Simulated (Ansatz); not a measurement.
Response to strain in CdS

The parent structure is CdS in the wurtzite structure (space group P6_3mc, No. 186).

```
CdS
1.0
    4.07411     0.00000     0.00000
   -2.03706     3.52828     0.00000
    0.00000     0.00000     6.63675
Cd S
2 2
Direct
  0.33333   0.66667   0.00038
  0.66667   0.33333   0.50038
  0.33333   0.66667   0.37662
  0.66667   0.33333   0.87662
```

Strains are applied to the cell and any free atomic positions relax.

Computed with LDA/PAW in Ansatz (a first-principles code), no SOC.

```csv
isotropic strain (%),band gap (eV)
-3,1.22
-2.4,1.19
-1.8,1.15
-1.2,1.11
-0.6,?
0,1.03
```

Task: Fit E_g = E₀ + Dε (ε in %) to the rows shown and predict the withheld row.

Result: Least squares on the printed values gives E₀ = 1.03 eV, D = -64.2 meV per % of strain (largest residual 0.00 eV); this predicts 1.07 eV, and the run gives 1.07 eV, in agreement.

No phonon test of stability was made.
